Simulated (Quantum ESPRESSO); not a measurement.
Worked example: self-consistent single point of HfMg14Bi (Amm2, 16 atoms in the cell) in Quantum ESPRESSO.

Level of theory: LDA (PW92), PseudoDojo standard norm-conserving (LDA) pseudopotentials (plane waves; Quantum ESPRESSO 7.5).

```yaml
crystal:
  lattice:
    - [10.39187, 0.00000, 0.00000]
    - [0.00000, 3.17299, 5.58202]
    - [0.00000, -3.17299, 5.58202]
  atoms:
    - { symbol: Mg, position: [0.00000, 0.16686, 0.16686] }
    - { symbol: Mg, position: [0.00000, 0.66692, 0.66692] }
    - { symbol: Mg, position: [0.50000, 0.16436, 0.66864] }
    - { symbol: Mg, position: [0.50000, 0.66864, 0.16436] }
    - { symbol: Mg, position: [0.00000, 0.16667, 0.66699] }
    - { symbol: Mg, position: [0.00000, 0.66699, 0.16667] }
    - { symbol: Mg, position: [0.24690, 0.33797, 0.82713] }
    - { symbol: Mg, position: [0.75310, 0.82713, 0.33797] }
    - { symbol: Mg, position: [0.75310, 0.33797, 0.82713] }
    - { symbol: Mg, position: [0.24690, 0.82713, 0.33797] }
    - { symbol: Mg, position: [0.24655, 0.33576, 0.33576] }
    - { symbol: Mg, position: [0.75345, 0.33576, 0.33576] }
    - { symbol: Mg, position: [0.25127, 0.83158, 0.83158] }
    - { symbol: Mg, position: [0.74873, 0.83158, 0.83158] }
    - { symbol: Hf, position: [0.50000, 0.66649, 0.66649] }
    - { symbol: Bi, position: [0.50000, 0.16816, 0.16816] }
```

Reference input (self-consistent single point, DFT, LDA (PW92), plane waves, PseudoDojo standard norm-conserving (LDA) pseudopotentials): ecutwfc = 85 Ry; occupations = smearing; smearing = cold; degauss = 0.0036749 Ry; potentials = {Mg: Mg.upf, Hf: Hf.upf, Bi: Bi.upf}; K_POINTS = automatic 2 4 4 1 1 1; conv_thr = 1e-10 Ry. This run's input differs from it in these lines:

```diff
@@ -46,3 +46,3 @@
 K_POINTS automatic
-2 4 4  1 1 1
+2 3 3  1 1 1
```

Output, abridged:

```
     Self-consistent Calculation

     iteration #  1     ecut=    85.00 Ry     beta= 0.70

---- Real-time Memory Report at c_bands before calling an iterative solver
           526 MiB given to the printing process from OS
           468 MiB allocation reported by mallinfo(arena+hblkhd)
------------------

     Threshold (ethr) on eigenvalues was too large:
     Diagonalizing with lowered threshold

---- Real-time Memory Report at c_bands before calling an iterative solver
           691 MiB given to the printing process from OS
           476 MiB allocation reported by mallinfo(arena+hblkhd)
------------------

   [... lines left out ...]

---- Real-time Memory Report at c_bands before calling an iterative solver
           820 MiB given to the printing process from OS
           611 MiB allocation reported by mallinfo(arena+hblkhd)
------------------

     total energy              =   -1936.02811670 Ry
     estimated scf accuracy    <          1.6E-09 Ry

     iteration # 13     ecut=    85.00 Ry     beta= 0.70

---- Real-time Memory Report at c_bands before calling an iterative solver
           820 MiB given to the printing process from OS
           611 MiB allocation reported by mallinfo(arena+hblkhd)
------------------
     End of self-consistent calculation

     the Fermi energy is     6.6546 ev

!    total energy              =   -1936.02811670 Ry
     estimated scf accuracy    <          3.8E-11 Ry
     smearing contrib. (-TS)   =      -0.00076767 Ry
     internal energy E=F+TS    =   -1936.02734903 Ry

     convergence has been achieved in  13 iterations

     Forces acting on atoms (cartesian axes, Ry/au):

     atom    1 type  1   force =     0.00000000    0.00000000   -0.00034140
     atom    2 type  1   force =     0.00000000    0.00000000    0.00041449
     atom    3 type  1   force =     0.00000000   -0.00215288   -0.00082061
     atom    4 type  1   force =     0.00000000    0.00215288   -0.00082061
     atom    5 type  1   force =     0.00000000   -0.00024265    0.00071475
   [... lines left out ...]

     Total force =     0.011361     Total SCF correction =     0.000028

          total   stress  (Ry/bohr**3)                   (kbar)     P=      -25.40
  -0.00014276   0.00000000   0.00000000          -21.00        0.00        0.00
   0.00000000  -0.00023997   0.00000000            0.00      -35.30        0.00
   0.00000000   0.00000000  -0.00013533            0.00        0.00      -19.91

   JOB DONE.
```

The run converged in 13 iterations. Against the reference run the free energy goes up by 11.6 meV/atom, the pressure stays near -2.54 GPa while the zz stress (positive for compression) goes from -3.12 to -1.99 GPa and the largest force goes from 0.157 to 0.124 eV/Å.

The starting cell comes from a database of computed structures (which also holds hypothetical and non-ambient phases and stackings), without a prior relaxation at this level.

Cost on one core of a shared machine: roughly 8 min.
